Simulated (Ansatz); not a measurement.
The starting structures come from a database of crystals and need not be the phases stable at ambient conditions.

Inside the gap of an insulator the Bloch states are evanescent, with a wavenumber k + iκ along the transport direction.

Input:

```
CELL_PARAMETERS angstrom
      5.87722     0.00000     0.00000
      0.00000     5.87722     0.00000
      2.93861    -2.93861     4.03115
ATOMIC_POSITIONS crystal
  Ge 0.37500 0.87500 0.25000
  Ge 0.87500 0.37500 0.75000
  Ge 0.37500 0.37500 0.25000
  Ge 0.37500 0.37500 0.75000
  Ge 0.00000 0.00000 0.00000
  Ge 0.75000 0.75000 0.50000
  N  0.61684 0.61684 0.23368
  N  0.13316 0.60052 0.73368
  N  0.14948 0.61684 0.23368
  N  0.13316 0.13316 0.73368
  N  0.61684 0.61684 0.76632
  N  0.60052 0.13316 0.26632
  N  0.61684 0.14948 0.76632
  N  0.13316 0.13316 0.26632
```

Space group of this cell: I4_1/amd. The cell is strained (lengths along the current scaled by 0.97, ions clamped); by PBEsol its mean pressure is 0.6 GPa.

Transport runs along the normal of the first two printed cell vectors, the (001) (indices of the unstrained crystal) plane of the conventional cell.

The gap is the functional's own. No spin-orbit coupling. Mid-gap values are interpolated on the energy grid.

Task: Predict the band gap and the smallest decay constant κ at mid-gap from PBEsol (Ansatz, an electronic-structure program).

Result: Gap 2.01 eV on a 8×8×8 mesh; κ = 0.201 1/Å, at the zone centre.
